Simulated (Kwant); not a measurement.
System: six-terminal Hall bar in a In0.53Ga0.47As two-dimensional gas. Effective mass 0.041 mₑ, grid spacing 12 nm, hard walls, nominal width 300 nm (25 grid rows, so walls 312 nm apart), one parabolic valley, scattering region 780 nm long along x; energies count from the band bottom; Fermi energy swept from 0.0006325 to 0.00506 eV. Four side probes 150 nm wide, two on each edge; current runs along x; the sign of the Hall resistance is a convention. Perpendicular field 0.41 T, also in the leads; orbital effect alone.

Constants are typed, rounded textbook-type inputs, not results; the design itself was drawn at random and stands for no fabricated device.

Model: effective-mass tight-binding model on a square grid, one spin, coherent transport at 0 K (Kwant). Resistances are in h/e².

```
E (meV)     A     B      C     D
-------  ----  ----  -----  ----
0.6325   1.00  1.00   1.00  1.00
0.8576   1.00  1.00   0.62  1.00
1.083    1.00  1.00   0.50  1.00
1.383    1.00  0.50   0.50  1.00
1.608    1.00  0.50   0.34  0.50
1.908    0.50  0.50   0.33  0.50
2.133    0.50  0.33   0.22  0.50
2.433    0.50  0.33   0.25  0.33
2.659    0.50  0.33   0.24  0.33
2.959    0.33  0.25   0.20  0.33
3.184    0.33  0.25   0.20  0.33
3.484    0.33  0.25   0.13  0.25
3.709    0.33  0.21   0.11  0.25
4.009    0.25  0.20   0.12  0.25
4.235    0.25  0.20   0.11  0.25
4.535    0.25  0.18  0.097  0.20
4.760    0.25  0.17  0.093  0.20
5.060    0.20  0.16  0.089  0.20
```

Task: Column A is the base. The others each differ by one change: magnetic field 0.41 → 0.2 T; magnetic field 0.41 → 0.29 T; magnetic field 0.41 → 0.35 T. Which is which?

Result: B: magnetic field 0.41 → 0.29 T; C: magnetic field 0.41 → 0.2 T; D: magnetic field 0.41 → 0.35 T.
